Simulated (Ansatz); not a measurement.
Relaxation of the outer planes of the (100) surface of fcc Cu in its 1x1 cell, outermost plane spacing 1.82 Å in the ideal cut.

Level of theory: PBE (plane waves to 420 eV, PAW; Ansatz, a quantum-chemistry and plane-wave program).

Set-up: 5 atoms, 7.3 Å thick at the start (thin: gaps and levels are the slab's own); mesh 15x15x1; 0.1 eV smearing; dipole correction on; all atoms relaxed; held to the start's symmetry, so lower structures may exist; no spin, no spin-orbit, no U.

```tsv
plane	atoms	bulk spacing to the next (Å)	relaxed spacing (Å)	change (%)	rumpling (Å)
1	Cu	1.815	1.755	-3.3	0.00
```
